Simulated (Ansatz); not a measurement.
Consider GaSe in the beta-GaS type structure (space group P6_3/mmc, No. 194; a = 3.7694 Å, c = 15.9642 Å; layered, stacked along the Cartesian z axis).

(Cell as relaxed with PBE-D3(BJ).)

Levels (all Ansatz, a first-principles code, PAW, earlier PAW set): PBE-D3(BJ) (420 eV, scalar-relativistic without spin-orbit coupling); PBEsol-D3(BJ) (420 eV, spin-orbit coupling left out).

Each level relaxes its own structure.

```
base                 PBE-D3(BJ)  PBEsol-D3(BJ)
-------------------  ----------  -------------
volume per atom        24.55 Å³       23.04 Å³
lattice parameter a     3.769 Å        3.705 Å
band gap                0.87 eV        0.82 eV
```

Now apply this change: O takes the place of Se on all its sites, then cell and atoms are relaxed.

```csv
quantity,PBE-D3(BJ),PBEsol-D3(BJ)
shift of the gap caused by the change,+0.09 eV,+0.12 eV
band gap,0.95 eV,0.94 eV
volume per atom,13.21 Å³,12.51 Å³
```

PBE-D3(BJ)'s shift of the gap caused by the change lies 0.03 eV below PBEsol-D3(BJ)'s; PBE-D3(BJ)'s band gap lies 0.01 eV above PBEsol-D3(BJ)'s; PBE-D3(BJ)'s volume per atom lies 0.70 Å³ above PBEsol-D3(BJ)'s (5.6 %). Neither level is exact; PBEsol-D3(BJ) is the comparison here, not a measurement.

Whether these cells are dynamically stable was not tested. As relaxed here, GaO is a hypothetical phase, not in the database extracts checked. The D3 term's C6 switches between coordination references near this geometry, which can add small steps to energies.
